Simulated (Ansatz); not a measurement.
# What Si → Mn does to SiC

Start from SiC in the wurtzite structure (space group P6_3mc, No. 186; a = 3.076 Å, c = 5.048 Å).

Now apply this change: every Si is replaced by Mn, then cell and atoms are relaxed.

Calculations: PBEsol (Ansatz, a quantum-chemistry and plane-wave program, PAW, no spin-orbit coupling). Settings: 16×16×12 k-points, 0.05 eV Fermi–Dirac smearing, for the changed cell.

The volume per atom shrinks by 1.16 Å³ to 9.18 Å³ and the density increases by 2.84 g/cm³ (3.22 g/cm³ → 6.06 g/cm³). The space group goes from P6_3mc (No. 186) to P6_3/mmc (No. 194) and the shortest interatomic distance rises by 0.021 Å to 1.904 Å. The band gap goes from 2.12 eV to zero and the magnetic state changes from not spin-polarised to ferromagnetic. The largest site moment goes from zero to 1.04 μB.

The magnetic state is the one reached from the starting moments; the real material's order can differ, and small cells can't hold many antiferromagnetic ones. Stability against distortions was not tested. As relaxed here, MnC is a hypothetical phase, not in the database extracts checked.
